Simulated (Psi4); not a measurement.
Psi4 1.11, PBE/def2-svp: La(F)2(Me) ([CH3][La]([F])[F]), 7 atoms. The geometry is a generated start, not checked to be a minimum at this level.

```json
{
 "task": "energy",
 "method": "pbe",
 "basis": "def2-svp",
 "memory": "3 GB",
 "maxiter": "100",
 "keys_of_the_molecule_block": "symmetry c1",
 "scf_type": "df (default)",
 "guess": "auto, which took SAD (default)",
 "scf_initial_accelerator": "adiis (default)",
 "e_convergence": "1e-06 (default)",
 "d_convergence": "1e-06 (default)",
 "dft_radial_points": "75 (default)",
 "dft_spherical_points": "302 (default)",
 "effective_core_potentials": "those of the basis set, past Kr",
 "basis_functions": "89",
 "grid_points": "152590"
}
```

```xyz
7

La    -0.9911     0.5632    -0.6645
F     -2.8597    -0.1465    -0.9513
F     -0.9761     2.3476    -1.6168
C      0.9689    -0.5571     0.6497
H      1.3674     0.0876     1.4385
H      1.8193    -0.8053     0.0077
H      0.6713    -1.4895     1.1367
```

Charge 0 and multiplicity 1 are set for this test and not shown to be the ground state.

One run each on 2 threads. Values of diis_max_vecs tried: 3, 6, 10 (default), 20.

Which value of diis_max_vecs needs the fewest SCF iterations, and what happens away from it?

Fewest SCF iterations, within one of each other: 6 with 10, 10 (default) with 10, 20 with 10. The count rises to 16 at 3. All converge to one solution.

```json
[
 {"diis_max_vecs": "3", "SCF iterations": "16", "end": "same solution"},
 {"diis_max_vecs": "6", "SCF iterations": "10", "end": "same solution"},
 {"diis_max_vecs": "10 (default)", "SCF iterations": "10", "end": "same solution"},
 {"diis_max_vecs": "20", "SCF iterations": "10", "end": "same solution"}
]
```
